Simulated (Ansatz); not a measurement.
Base system: ZrC in the rock salt structure (space group Fm-3m, No. 225; relaxed with 0.1 eV smearing).

```yaml
crystal:
  lattice:
    - [0.00000, 2.33454, 2.33454]
    - [2.33454, 0.00000, 2.33454]
    - [2.33454, 2.33454, 0.00000]
  atoms:
    - { symbol: Zr, position: [0.00000, 0.00000, 0.00000] }
    - { symbol: C, position: [0.50000, 0.50000, 0.50000] }
```

Cartesian axes are those of the cell as printed.

Level of theory: plane-wave PAW DFT at the PBEsol level (Ansatz, a quantum-chemistry and plane-wave program, 420 eV), no spin-orbit coupling.

Modification: the cell is scaled by 1.0150 in all directions, atoms relaxed at fixed cell.

**Question.** Predict the stress tensor and what it implies for the stiffness.

**Answer.** Stress of the strained cell less that of the base (GPa, compression positive):
```
   -9.6     0.0     0.0
    0.0    -9.6     0.0
    0.0     0.0    -9.6
```

Then B = −ΔP/(ΔV/V₀) with ΔV/V₀ = 0.0457 gives secant stiffness values (nonlinear terms included at this strain): B ≈ 211 GPa.

As a check, the harmonic strain energy −½ V₀ Δσ:ε is 17 meV/atom; the computed energy rise is 18 meV/atom.

Stability against distortions was not tested. All final runs are without spin polarisation.
